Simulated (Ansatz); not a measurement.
Consider a (6,6) MoS2 nanotube.

The numbers are results of PBE (plane waves to 420 eV, PAW; Ansatz, a first-principles code), not measurements. Mesh 1×1×10. No spin polarisation, so a magnetic state wasn't tested. Isolated but for its images some 11 Å away. An idealised model, rolled from the flat sheet. Only distortions within the start's symmetry and period were free. Values not marked SOC lack spin–orbit coupling.

Predict its relaxed size, energy and electronic structure.


| Item | Value |
|---|---|
| period along the axis (36 atoms) | 3.212 Å |
| mean diameter | 11.55 Å |
| radii of the innermost and outermost atoms | 4.27 and 7.24 Å |
| energy over the flat sheet | +395 meV/atom |
| PBE gap | 0.25 eV, indirect, from k = 0.135 × 2π/c to k = 0.323 × 2π/c |
| electron mass along the axis (PBE) | 0.52 mₑ |
| hole mass along the axis (PBE) | 0.78 mₑ |
| valence and conduction edges under the vacuum level (PBE) | 5.33 and 5.08 eV |
